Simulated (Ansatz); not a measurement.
Inside the gap of an insulator the Bloch states are evanescent, with a wavenumber k + iκ along the transport direction.

Here is the system:

```xyz
2
Lattice="2.9656 0.0000 0.0000 -1.4828 2.5683 0.0000 1.4828 0.8561 2.4214" Properties=species:S:1:pos:R:3 pbc="T T T"
Mg     0.0000     0.0000     0.0000
O      2.9656     1.7122     1.2107
```

The cell is taken as given; by r2SCAN it stands under a pressure of 1.3 GPa.

Transport runs along the normal of the first two printed cell vectors, the (111) plane of the conventional cell.

The gap is the functional's own. No spin-orbit coupling. Mid-gap values are those at the computed energy nearest the middle.

### Question
Give the band gap and the smallest decay constant κ at mid-gap that r2SCAN in Ansatz (a program for electronic structure) yields.

### Answer
Gap 5.76 eV on a 14×14×14 mesh; κ = 0.362 1/Å, at the zone centre.
